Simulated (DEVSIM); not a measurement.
System: Ti/SiO2/n-Si capacitor, at 300 K.

```tsv
layer (left to right)	material	thickness (nm)	Nd (cm⁻³)
1	SiO2	2.30	-
2	Si	3300	3e16
```

Metal gate on the left, work function 4.33 eV. Fixed charge at the semiconductor interface 0 cm⁻² (in units of +e); interface traps 4.2e11 cm⁻² eV⁻¹, uniform in energy, neutral level at 0.3 of the gap above the valence band.

The device is made up for the run: typed textbook-type constants, with dimensions and the other settings drawn at random. Values at 300 K.

| parameter | SiO2 | Si |
|---|---|---|
| gap (eV) | 9 | 1.124 |
| affinity (eV) | 0.9 | 4.05 |
| permittivity | 3.9 | 11.7 |
| Nc (cm⁻³) | - | 2.86e19 |
| Nv (cm⁻³) | - | 3.1e19 |

Model (solved in DEVSIM): 1D Poisson equation in equilibrium, Boltzmann statistics, complete ionisation; no quantum confinement or tunnelling. Metal contacts follow the ideal Schottky-Mott rule: no Fermi-level pinning, no interface dipoles.

Tabulate band edges, carrier densities and field at -0.4 V on the gate.

Energies count from the Fermi level of the right contact; mesh points crowd at the junctions.

```csv
x (μm),Ec (eV),Ev (eV),n (cm⁻³),p (cm⁻³),field (V/cm)
0.000,3.830,-5.170,< 1e2,< 1e2,-160000
0.0008275,3.817,-5.184,< 1e2,< 1e2,-160000
0.001653,3.803,-5.197,< 1e2,< 1e2,-160000
0.002469,0.641,-0.483,4.8e8,2.4e11,-64000
0.004571,0.628,-0.496,8.0e8,1.4e11,-63000
0.008371,0.605,-0.519,2.0e9,5.8e10,-61000
0.01587,0.560,-0.564,1.1e10,1.0e10,-58000
0.03917,0.439,-0.685,1.2e12,9.5e7,-47000
0.08128,0.283,-0.841,5.1e14,230000,-27000
0.1644,0.183,-0.941,2.4e16,4900,-2400
0.3337,0.177,-0.947,3.0e16,3900,≈ 0
0.8892,0.177,-0.947,3.0e16,3900,≈ 0
1.760,0.177,-0.947,3.0e16,3900,≈ 0
2.546,0.177,-0.947,3.0e16,3900,≈ 0
3.020,0.177,-0.947,3.0e16,3900,≈ 0
3.164,0.177,-0.947,3.0e16,3900,≈ 0
3.235,0.177,-0.947,3.0e16,3900,≈ 0
3.271,0.177,-0.947,3.0e16,3900,≈ 0
3.291,0.177,-0.947,3.0e16,3900,≈ 0
3.297,0.177,-0.947,3.0e16,3900,≈ 0
3.300,0.177,-0.947,3.0e16,3900,≈ 0
3.302,0.177,-0.947,3.0e16,3900,≈ 0
```
